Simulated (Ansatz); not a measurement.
**How the bulk modulus of HgTe (P3₁21, No. 152, 6 atoms in the cell; start mp-358; a measured phase of this formula has another space group) moves with the method**

No measured value is used here.

```tsv
level (code)	value (GPa)	cell (Å³/atom)
LDA (Ansatz)	35.6	28.60
PBEsol (Ansatz)	30.5	29.86
r²SCAN (Ansatz)	[?]	32.81
```

Problem. What belongs in the gaps?

Solution. 
- r²SCAN (Ansatz, an electronic-structure program), value (GPa): 13.4

Density-functional levels without +SOC have no spin–orbit coupling. LDA, PBEsol, r²SCAN: the bulk modulus is −V dP/dV from two relaxed cells at ±2 % in volume. LDA, PBEsol, r²SCAN: the relaxation could not lower the start's symmetry, so the cell can be a saddle point above a distorted one. Each level is taken at its own relaxed cell. Cutoffs differ between the levels. Ansatz's density-functional and Hartree–Fock values are scalar-relativistic unless marked +SOC, with PAW data made under PBE.

A start named mp-… is a Materials Project structure, which need not be a measured phase.
